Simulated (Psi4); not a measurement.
Psi4 1.11, PBE/def2-svp: cyclohexanone (O=C1CCCCC1), 17 atoms. The geometry is a generated start, not checked to be a minimum at this level.

```yaml
task: energy
method: pbe
basis: def2-svp
memory: 3 GB
maxiter: 100
keys_of_the_molecule_block: symmetry c1
scf_type: df (default)
guess: auto, which took SAD (default)
scf_initial_accelerator: adiis (default)
e_convergence: 1e-06 (default)
d_convergence: 1e-06 (default)
dft_radial_points: 75 (default)
dft_spherical_points: 302 (default)
basis_functions: 148
grid_points: 355826
```

```xyz
17

O      2.6708     0.4406    -0.0453
C      1.5035     0.2711     0.2063
C      0.5051     1.4030     0.2761
C     -0.7539     1.0932    -0.5395
C     -1.3565    -0.2388    -0.1120
C     -0.3386    -1.3563    -0.3104
C      0.9214    -1.0890     0.5140
H      0.2310     1.5365     1.3259
H      0.9783     2.3210    -0.0746
H     -1.4774     1.8997    -0.4051
H     -0.4928     1.0507    -1.5991
H     -2.2538    -0.4473    -0.6973
H     -1.6475    -0.1895     0.9399
H     -0.7677    -2.3173    -0.0188
H     -0.0698    -1.4175    -1.3671
H      1.6780    -1.8533     0.3288
H      0.6698    -1.1068     1.5782
```

One run each on 2 threads. Values of diis_max_vecs tried: 3, 6, 10 (default), 20.

Question: Which value of diis_max_vecs needs the fewest SCF iterations, and what happens away from it?

Answer: Fewest SCF iterations, within one of each other: 6 with 10, 10 (default) with 9, 20 with 9. The count rises to 16 at 3. All converge to one solution.

| diis_max_vecs | SCF iterations | end |
|---|---|---|
| 3 | 16 | same solution |
| 6 | 10 | same solution |
| 10 (default) | 9 | same solution |
| 20 | 9 | same solution |
